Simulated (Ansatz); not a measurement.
**GaS, pressure series**

Start from GaS in the beta-GaS type structure (space group P6_3/mmc, No. 194; layered, stacked along the Cartesian z axis).

GaS has the hexagonal space group P6₃/mmc (No. 194), Pearson symbol hP8. Conventional cell: a = 3.5906 Å, b = 3.5906 Å, c = 15.4487 Å, α = 90.00°, β = 90.00°, γ = 120.00°. Ga on 4f sees 3 S at 2.341 Å (trigonal pyramidal). S on 4f is coordinated by 3 Ga at 2.341 Å (trigonal pyramidal). (Neighbours: up to the widest gap in distance over summed covalent radii, below 1.35, at either atom; cation-cation and far metal-metal contacts left out.)

Cell and atoms are relaxed at each pressure.

Levels (all Ansatz, a program for electronic structure, PAW): PBE-D3(BJ) (420 eV, spin-orbit coupling left out); HSE06 (420 eV, spin-orbit coupling left out).

Band gaps by level, all at the geometries relaxed with PBE-D3(BJ):

| case | PBE-D3(BJ) | HSE06 |
|---|---|---|
| base | 1.56 eV | 2.25 eV |
| pressure −1 GPa | 1.72 eV | 2.49 eV |
| pressure 3 GPa | 1.28 eV | 1.96 eV |
| pressure 7 GPa | 0.97 eV | 1.60 eV |
| pressure 15 GPa | 0.48 eV | 1.07 eV |

Single points use the geometry relaxed with PBE-D3(BJ). HSE06 was sampled on its mesh, a few special points and the semilocal edge points, so its gap is an upper bound. Load acts through the strain it causes; cell and atoms are relaxed under it. No phonon test of stability was made. Competing high-pressure phases were not computed.
